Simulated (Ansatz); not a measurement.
Here is the system:

```
Ga2Pt
1.0
    0.00000     2.96019     2.96019
    2.96019     0.00000     2.96019
    2.96019     2.96019     0.00000
Ga Pt
2 1
Direct
  0.75000   0.75000   0.75000
  0.25000   0.25000   0.25000
  0.00000   0.00000   0.00000
```

Method: PBEsol, DFPT electron-phonon coupling, linearised Boltzmann equation (plane waves, PAW, scalar-relativistic; Ansatz, a quantum-chemistry and plane-wave program). How the cell was made: relaxed with this functional, without spin-orbit coupling.

Question: Predict λ, the logarithmic mean phonon energy and the superconducting Tc for μ* = 0.10 referred to 12.7 meV.

Answer: λ = 0.67, ħω_log = 8.4 meV, Tc 2.7 K from the anisotropic Eliashberg equations. μ* is a chosen number, and Tc is 3.3 K at 0.08 and 1.31 K at 0.16.

A metal at this level (no band gap). The phonons are harmonic. Spin-orbit coupling is left out, which matters with elements this heavy. Spin fluctuations, which work against superconductivity with these elements, are left out. The squared frequency of the phonon mode least converged on the k mesh is uncertain by about 13 %. Halving the electron mesh (24x24x24) moves the coupling by up to 1 %, Tc by up to 2 %. Smearing 0.20 eV; phonons on a 4x4x4 q mesh, which this run doesn't test.

Formula and space group known from diffraction (Crystallography Open Database), not checked to be the room-temperature form: PtGa2 (Fm-3m).
